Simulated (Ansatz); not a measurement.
# Response to strain in Al2Pt

Consider Al$_{2}$Pt (space group Fm-3m, No. 225; a = 5.947 Å; relaxed with 0.1 eV smearing).

Strains are applied to the cell and any free atomic positions relax.

Calculations: Kohn–Sham DFT with the PBE functional, run in Ansatz (a quantum-chemistry and plane-wave program) with PAW and 420 eV plane waves, no spin-orbit coupling.

```
isotropic strain (%)  pressure (GPa)
--------------------  --------------
-2                               9.0
-1.5                               ?
-1                               4.2
0                                0.0
0.5                             -1.9
1                               -3.6
1.5                             -5.2
2.5                             -8.1
3                               -9.4
```

### Question
Fit P = P₀ − Bδ + Cδ² with δ = (1 + ε)³ − 1 to the rows shown and predict the withheld row.

### Answer
Least squares on the printed values gives P₀ = 0.1 GPa, B = 132 GPa, C = 330 GPa (largest residual 0.1 GPa); this predicts 6.5 GPa, and the run gives 6.5 GPa, in agreement.

No phonon test of stability was made. The final runs are not spin-polarised.
